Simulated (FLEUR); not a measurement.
Worked example: self-consistent single point of NbC (Fm-3m, 2 atoms in the cell) in FLEUR.

Method of the run: PBEsol, all-electron FLAPW (FLEUR), scalar-relativistic valence.

The change in words: lattice scaled by 0.98. Reference geometry:
```
NbC
1.0
    0.00000     2.25405     2.25405
    2.25405     0.00000     2.25405
    2.25405     2.25405     0.00000
Nb C
1 1
Direct
  0.00000   0.00000   0.00000
  0.50000   0.50000   0.50000
```

Reference input (self-consistent single point, DFT, PBEsol, all-electron FLAPW (FLEUR), scalar-relativistic valence): Kmax = 4.2 1/bohr; GmaxXC = 16.8 1/bohr; xcFunctional = PBEs; jspins = 1; l_soc = F; mode = gauss; fermiSmearingEnergy = 0.00367493 Htr; mesh (inpgen div1-3) = 17 17 17; inpgen gamma flag = false; Gmax = 16.8 1/bohr; numbands = 0; maxIterBroyd = 40. This run's input differs from it in these lines:

```diff
@@ -3,5 +3,5 @@
 &input film=f /
--0.0000000000 4.2595277226 4.2595277226
-4.2595277226 -0.0000000000 4.2595277226
-4.2595277226 4.2595277226 -0.0000000000
+0.0000000000 4.1743369792 4.1743369792
+4.1743369792 0.0000000000 4.1743369792
+4.1743369792 4.1743369792 0.0000000000
 1.0
@@ -44,5 +44,5 @@
          <bravaisMatrix>
-            <row-1>    0.0000000000000000     4.2595277225999997     4.2595277225999997</row-1>
-            <row-2>    4.2595277225999997     0.0000000000000000     4.2595277225999997</row-2>
-            <row-3>    4.2595277225999997     4.2595277225999997     0.0000000000000000</row-3>
+            <row-1>    0.0000000000000000     4.1743369791999996     4.1743369791999996</row-1>
+            <row-2>    4.1743369791999996     0.0000000000000000     4.1743369791999996</row-2>
+            <row-3>    4.1743369791999996     4.1743369791999996     0.0000000000000000</row-3>
          </bravaisMatrix>
```

Log, with long lists cut:

```
 Iteration:     1   Distance:      33.34120333 me/bohr^3
 Iteration:     2   Distance:      28.30022918 me/bohr^3
 Iteration:     3   Distance:       8.96235545 me/bohr^3
 Iteration:     4   Distance:      10.08336772 me/bohr^3
 Iteration:     5   Distance:       1.58516296 me/bohr^3
   [... 5 lines left out ...]
 Iteration:    11   Distance:       0.00066852 me/bohr^3
 Iteration:    12   Distance:       0.00029316 me/bohr^3
 Iteration:    13   Distance:       0.00030712 me/bohr^3
 Iteration:    14   Distance:       0.00000560 me/bohr^3
 Run finished successfully
 Stop message:
   Structural relaxation: Done

[file out, last iteration]
             iter=     15
[...]
          total density-effective poten   -6.2641611086E+03
          total charge density-energy d   -1.2226492210E+02
 Updated energy parameters for spin:           1
[...]
 fermi energy and band-weighting factors:

[...]
FERMIE:
          first approx. to ef    (T=0)  :   0.589691 htr   (energy of the highest occ. eigenvalue)
          number of occ. states  (T=0)  :       1417
          first approx. to seigv (T=0)  :  -2.931266 htr
          sum of weights of occ. states :   8.500509
          sum of semicore charge        :   0.000000 e
          fermi energy=   0.59020 har   work function= -16.06005 ev
          number of valence electrons=  17.00000
     band-weighting factor for spin=    1
   [... lines left out ...]
          total moment                 =     0.00000
 Direct bandgap for spin            1 :    2.2362694315280152E-002  Htr
 ---->    free energy=                     -3856.3762872769 htr
   [... lines left out ...]
      extrapolation for T->0
 ---->    total electron energy=           -3856.3762872769 htr
 ***** TOTAL FORCES ON ATOMS *****
 TOTAL FORCE FOR ATOM TYPE=  1  X=  0.000   Y=  0.000   Z=  0.000
                       FX_TOT= 0.000000 FY_TOT= 0.000000 FZ_TOT= 0.000000
 TOTAL FORCE FOR ATOM TYPE=  2  X=  4.174   Y=  4.174   Z=  4.174
                       FX_TOT= 0.000000 FY_TOT= 0.000000 FZ_TOT= 0.000000
 Structural relaxation: Done
```

The run converged in 14 iterations. FLEUR gives forces in its relaxation mode, with a further iteration, so its stop message speaks of a relaxation. Against the reference run the total energy drops by 9.9 meV/atom.

The starting cell comes from a database of computed structures (which also holds hypothetical and non-ambient phases and stackings), without a prior relaxation at this level. For this run, on top of that: lattice scaled by 0.98. Spin polarisation is off. Values depend on the basis (sphere radii, cutoffs, local orbitals), which need not be converged. The log's line on a gap gives a spacing of levels on this mesh, which the program prints for metals too.

Cost on one core of a shared machine: roughly 50 s.
